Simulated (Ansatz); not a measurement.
Start from BN in the wurtzite structure (space group P6_3mc, No. 186; a = 2.5541 Å, c = 4.2239 Å).

All numbers come from PBE (Ansatz, a program for electronic structure, PAW, scalar-relativistic without spin-orbit coupling), earlier PAW set.

Carriers are added at fixed cell with a uniform background; the Fermi–Dirac width is that of 300 K.

One change was made to it. Results:

The gap between the host's bands increases by 0.11 eV, from 5.22 eV to 5.33 eV; the Fermi level relative to the doped band's edge (positive inside the band; to 0.05 eV) is +1.35 eV; the gap character stays indirect, Γ → K.

**Question.** Name the change that was made.
A. electrons 2.0×10^22 cm⁻³
B. holes 2.0×10^22 cm⁻³
C. holes 1.0×10^21 cm⁻³

**Answer.** B, holes 2.0×10^22 cm⁻³. For comparison, the Fermi level from band edge in the other runs: holes 1.0×10^21 cm⁻³ gives +0.25 eV; electrons 2.0×10^22 cm⁻³ gives +2.25 eV.

Carriers are added with a uniform compensating background; total energy and stress of such cells depend on the potential's zero and are not compared; many-body gap narrowing is missing at this level. Stability against distortions was not tested.
